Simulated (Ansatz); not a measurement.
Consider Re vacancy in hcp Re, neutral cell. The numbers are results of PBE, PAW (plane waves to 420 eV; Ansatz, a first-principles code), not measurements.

Settings: 36 host sites, the relaxed PBE lattice, a 2×2×2 k-point mesh shifted by half a step along c, smearing 0.10 eV, spin-restricted, no image-charge correction. No zero-point or tunnelling terms. Spin-orbit coupling is left out. Forms of the defect that were not tried may lie lower.

Barriers: single points on a 4×4×3 k-point mesh shifted by half a step along c at the bands' geometries (they differ from the bands' own by up to 0.24 eV, and are uncertain by about as much).

A. one Re atom jumps into the vacancy from a nearby Re site; the atom moves 2.67 Å along (0.64, 0.32, 0.48) of the unit cell; the moving atom starts with neighbours 2 Re at 2.72, 2 Re at 2.73, Re at 2.77, 4 Re at 2.78, 2 Re at 2.80 Å and ends with 2 Re at 2.72, 2 Re at 2.73, Re at 2.77, 4 Re at 2.78, 2 Re at 2.80 Å; saddle order not checked, on a symmetry element.
B. one Re atom jumps into the vacancy from a nearby Re site; the atom moves 2.76 Å along (0.00, -0.99, 0.00) of the unit cell; the moving atom starts with neighbours 3 Re at 2.72, Re at 2.75, 4 Re at 2.77, Re at 2.79, Re at 2.81, Re at 2.82 Å and ends with Re at 2.71, 2 Re at 2.72, 3 Re at 2.76, 2 Re at 2.77, Re at 2.80, Re at 2.81, Re at 2.82 Å; saddle order not checked, on a symmetry element.

A band can be held on a symmetry element, so unchecked saddle points there may be too high.

Rank these by forward barrier (lowest first), as PBE, PAW gives it.

A (1.34 eV), B (1.90 eV)
